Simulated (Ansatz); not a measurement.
# La, response to strain

Take La (space group P6_3/mmc, No. 194; a = 3.7835 Å, c = 12.0681 Å; relaxed with 0.1 eV smearing) as the base. Axes: x lies along a and z along c of the hexagonal cell.

Strains are applied to the cell and any free atomic positions relax; under biaxial strain the out-of-plane vector relaxes too.

All numbers come from Ansatz (a first-principles code) r2SCAN, scalar-relativistic without spin-orbit coupling.

Notes on the quantities. pressure: mean of the normal stresses, compression positive.

```tsv
variant	pressure	shortest interatomic distance
base	0.0 GPa	3.725 Å
biaxial strain +0.41 %, plane normal [001], relaxed out of plane	-0.1 GPa	3.726 Å
biaxial strain +0.46 %, plane normal [001], relaxed out of plane	-0.2 GPa	3.726 Å
biaxial strain +2.05 %, plane normal [001], relaxed out of plane	(withheld)	(withheld)
isotropic strain −0.59 %	0.4 GPa	3.703 Å
isotropic strain +1.24 %	-0.8 GPa	3.771 Å
uniaxial strain ε_xx = +0.31 %	-0.1 GPa	3.725 Å
uniaxial strain ε_yy = +0.95 %	-0.2 GPa	3.727 Å
uniaxial strain ε_yy = +2.94 %	-0.6 GPa	3.729 Å
tensor shear ε_yz = +0.59 %	0.0 GPa	3.704 Å
```

Task: Complete the table.

Result: 
- biaxial strain +2.05 %, plane normal [001], relaxed out of plane, pressure: -0.7 GPa
- biaxial strain +2.05 %, plane normal [001], relaxed out of plane, shortest interatomic distance: 3.731 Å

Stability against distortions was not tested.
